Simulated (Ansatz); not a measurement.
For GaAlAs₂ (R3m, No. 160, 4 atoms in the cell; start mp-1228891), PBEsol in Ansatz (plane waves, PAW) gives:

| Item | Result |
|---|---|
| lattice parameter a | 4.007 Å |
| lattice parameter c | 19.635 Å |
| enthalpy of formation | -0.373 eV/atom |

### Question
What does r²SCAN in Ansatz (PAW) give for the same quantities?

### Answer

- lattice constant a: 4.012 Å (goes up by 0.1 %)
- lattice parameter c: 19.651 Å (goes up by 0.1 %)
- formation enthalpy: -0.536 eV/atom (moves by -0.163 eV/atom)

Changes are worked out from the printed values.

Unless a cell is named, each level is at its own relaxed cell (PBEsol 22.76, r²SCAN 22.82 Å³/atom).

Caveats: the relaxation could not lower the start's symmetry, so the cell can be a saddle point above a distorted one (PBEsol, r²SCAN). Ansatz's density-functional and Hartree–Fock values are scalar-relativistic unless marked +SOC, with PAW data made under PBE.

A start named mp-… is a Materials Project structure, which need not be a measured phase.

Ansatz is a program for electronic structure.
